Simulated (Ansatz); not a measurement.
Consider ZrSe2 in the CdI2 type structure (space group P-3m1, No. 164; layered, stacked along the Cartesian z axis).

```cif
data_Se2Zr
_chemical_formula_sum 'Zr1 Se2'
_space_group_name_H-M_alt 'P 1'
_space_group_IT_number 1
_cell_length_a 3.73508
_cell_length_b 3.73508
_cell_length_c 6.03154
_cell_angle_alpha 90.000
_cell_angle_beta 90.000
_cell_angle_gamma 120.000
loop_
_space_group_symop_operation_xyz
  'x, y, z'
loop_
_atom_site_label
_atom_site_type_symbol
_atom_site_fract_x
_atom_site_fract_y
_atom_site_fract_z
_atom_site_occupancy
Zr1 Zr 0.00000 0.00000 0.00000 1
Se1 Se 0.33333 0.66667 0.26507 1
Se2 Se 0.66667 0.33333 0.73493 1
```

The values are results of plane-wave PAW DFT at the PBE-D3(BJ) level (Ansatz, a quantum-chemistry and plane-wave program, 420 eV), without spin-orbit coupling, not measurements.

For the base:

- Pressure = 0.0 GPa

Modification: the cell is scaled by 1.0300 in all directions; the atoms relax in the strained cell.

Task: What does the calculation give for the pressure and energy relative to the base after the change?

Result: The pressure (mean of the normal stresses, compression positive) goes from zero to -2.9 GPa; the energy goes up by 22 meV/atom.

No phonon test of stability was made. All final runs are without spin polarisation. Gaps under 0.05 eV, about the width of the smearing, are given as zero.
